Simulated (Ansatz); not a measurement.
Base system: Mg₃SiO in the anti-perovskite structure (space group Pm-3m, No. 221; a = 4.190 Å; a hypothetical phase, not in the database extracts checked). Axes: x, y, z lie along the cube axes.

Modification: the cell is compressed by 1.01 % along x with no lateral relaxation; the atoms relax in the strained cell.

Levels (all Ansatz, a program for electronic structure, PAW): PBEsol (420 eV, scalar-relativistic without spin-orbit coupling); r2SCAN (500 eV, no spin-orbit coupling).

The geometry is relaxed with PBEsol.

| Property | Result |
|---|---|
| PBEsol pressure | 0.9 GPa |

Question: How does going to r2SCAN change the pressure?

Answer: The pressure drops by 0.4 GPa to 0.5 GPa.

Single points use the geometry relaxed with PBEsol. Their cutoffs differ, which shifts pressures a little. Whether these cells are dynamically stable was not tested. The final runs are not spin-polarised.
